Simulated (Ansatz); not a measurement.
## Hypothetical CsCl type NbP: response to strain

Take NbP in the CsCl type structure (space group Pm-3m, No. 221; a hypothetical phase, not in the database extracts checked; relaxed with 0.1 eV smearing) as the base.

```
CELL_PARAMETERS angstrom
      3.07933     0.00000     0.00000
      0.00000     3.07933     0.00000
      0.00000     0.00000     3.07933
ATOMIC_POSITIONS crystal
  Nb 0.00000 0.00000 0.00000
  P  0.50000 0.50000 0.50000
```

Cartesian axes are those of the cell as printed.

Strains are applied to the cell and any free atomic positions relax; under biaxial strain the out-of-plane vector relaxes too.

Levels (all Ansatz, a quantum-chemistry and plane-wave program, PAW): PBEsol (420 eV, no spin-orbit coupling); r2SCAN (500 eV, no spin-orbit coupling).

Pressures by level, all at the geometries relaxed with PBEsol:

| case | PBEsol | r2SCAN |
|---|---|---|
| base | 0.0 GPa | 5.7 GPa |
| biaxial strain +3.51 %, plane normal [001], relaxed out of plane | -9.2 GPa | -4.1 GPa |
| biaxial strain −1.02 %, plane normal [111], relaxed out of plane | 3.0 GPa | 8.9 GPa |
| strain tensor (xx, yy, zz, yz, xz, xy) = (+1.03, −1.48, +0.80, −0.03, −1.05, +0.66) % | -0.5 GPa | 5.2 GPa |
| strain tensor (xx, yy, zz, yz, xz, xy) = (−2.44, +2.28, +0.35, +1.74, −1.26, +0.48) % | 0.2 GPa | 5.9 GPa |
| strain tensor (xx, yy, zz, yz, xz, xy) = (+0.81, −0.30, −2.10, +0.81, −0.08, +0.12) % | 3.6 GPa | 9.5 GPa |
| strain tensor (xx, yy, zz, yz, xz, xy) = (−1.27, −0.59, −1.67, +0.44, +1.17, −0.18) % | 8.1 GPa | 14.3 GPa |

Single points use the geometry relaxed with PBEsol. Their cutoffs differ, which shifts pressures a little. Whether these cells are dynamically stable was not tested. All final runs are without spin polarisation.
